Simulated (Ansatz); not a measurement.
Take Ag in the fcc (Cu type) structure (space group Fm-3m, No. 225; a = 4.001 Å; relaxed with 0.1 eV smearing) as the base. Axes: x, y, z lie along the cube axes.

All numbers come from LDA, PAW, 420 eV (Ansatz, a program for electronic structure; no spin-orbit coupling).

Modification: a pure shear with ε_xy = ε_yx = 0.0200; the atoms relax in the strained cell.

Predict the stress tensor and what it implies for the stiffness.

Stress of the strained cell less that of the base (GPa, compression positive):
```
    0.4    -2.4     0.0
   -2.4     0.4     0.0
    0.0     0.0    -0.1
```

Then −Δσ/γ with γ = 2ε = 0.0400 gives secant stiffness values (nonlinear terms included at this strain): C66 ≈ 60 GPa.

As a check, the harmonic strain energy −½ V₀ Δσ:ε is 4.8 meV/atom; the computed energy rise is 4.9 meV/atom.

No phonon test of stability was made.
